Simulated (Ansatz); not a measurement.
Here is the system:

End structure of a constructed model of the (100) surface of fcc Ag, a layer of Zr in place of the second plane (bottom of the slab: a bare face, its two planes held):

```
CELL_PARAMETERS angstrom
      2.93338     0.00000     0.00000
      0.00000     2.93338     0.00000
      0.00000     0.00000    27.00000
ATOMIC_POSITIONS crystal
  Ag 0.50000 0.50000 0.30128
  Ag 0.00000 0.00000 0.37810
  Ag 0.50000 0.50000 0.45475
  Ag 0.00000 0.00000 0.53219
  Zr 0.50000 0.50000 0.61549
  Ag 0.00000 0.00000 0.69737
```

Set-up: 6 atoms, 10.7 Å thick at the start; mesh 13x13x1; 0.1 eV smearing; dipole correction on; 2 atoms held, the rest relaxed; symmetry of the start imposed; no spin, no spin-orbit, no U. It is one candidate, not shown to be the stable structure of the face.

Q: What work function of the top face does PBE (Ansatz, a first-principles code) give?

A: 3.68 eV
